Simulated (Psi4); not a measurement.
Psi4 1.11, HF/def2-svp: Mo(NH)(NMe)(F)(OMe) (C[N]=[Mo](=[NH])([F])[O]C), 14 atoms. The geometry is a generated start, not checked to be a minimum at this level.

| Item | Result |
|---|---|
| task | energy |
| method | scf |
| basis | def2-svp |
| memory | 3 GB |
| maxiter | 100 |
| keys of the molecule block | symmetry c1 |
| scf_type | df (default) |
| guess | auto, which took SAD (default) |
| scf_initial_accelerator | adiis (default) |
| e_convergence | 1e-06 (default) |
| d_convergence | 1e-06 (default) |
| effective core potentials | those of the basis set, past Kr |
| basis functions | 150 |

```xyz
14

Mo    -0.7688    -0.0782     0.6667
N     -1.3196    -1.7136     0.8645
H     -1.6241    -2.6786     0.8300
N     -0.9189     0.4595    -0.9826
C     -1.0650     0.6563    -2.3757
H     -1.9754     1.2299    -2.5789
H     -0.2151     1.2112    -2.7922
H     -1.1454    -0.3063    -2.9004
F     -1.9369     1.0218     1.6119
O      0.8902     0.1053     1.2536
C      2.2446     0.0382     1.5411
H      2.5638    -1.0154     1.5839
H      2.8254     0.5610     0.7646
H      2.4452     0.5091     2.5135
```

Charge 0 and multiplicity 1 are set for this test and not shown to be the ground state.

One run each on 2 threads. Values of diis_max_vecs tried: 3, 6, 10 (default), 20.

### Question
How does the count of SCF iterations change with diis_max_vecs, and where is it least?

### Answer
Fewest SCF iterations, within one of each other: 6 with 14, 10 (default) with 13, 20 with 13. The count rises to 24 at 3. All converge to one solution.

```json
[
 {"diis_max_vecs": "3", "SCF iterations": "24", "end": "same solution"},
 {"diis_max_vecs": "6", "SCF iterations": "14", "end": "same solution"},
 {"diis_max_vecs": "10 (default)", "SCF iterations": "13", "end": "same solution"},
 {"diis_max_vecs": "20", "SCF iterations": "13", "end": "same solution"}
]
```
